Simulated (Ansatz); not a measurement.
# SrTiO3, pressure series

Base system: SrTiO3 in the cubic perovskite structure (space group Pm-3m, No. 221; a = 3.936 Å).

Cell and atoms are relaxed at each pressure.

Calculations: Ansatz (a program for electronic structure) PBE, no SOC.

```csv
variant,band gap,density
base,1.84 eV,5.00 g/cm³
pressure −2 GPa,1.82 eV,4.94 g/cm³
pressure −1 GPa,1.83 eV,4.97 g/cm³
pressure 0.3 GPa,1.85 eV,5.00 g/cm³
pressure 0.7 GPa,1.85 eV,5.01 g/cm³
pressure 1.5 GPa,1.86 eV,5.04 g/cm³
pressure 5 GPa,(withheld),(withheld)
pressure 7.5 GPa,1.92 eV,5.20 g/cm³
pressure 10 GPa,1.94 eV,5.26 g/cm³
```

### Question
Fill in the withheld entries from the trend.

### Answer

- pressure 5 GPa, band gap: 1.89 eV
- pressure 5 GPa, density: 5.13 g/cm³

Load acts through the strain it causes; cell and atoms are relaxed under it. No phonon test of stability was made. Competing high-pressure phases were not computed. All final runs are without spin polarisation. Many cubic perovskites are stable only at high temperature; tilts and polar distortions were not tested.
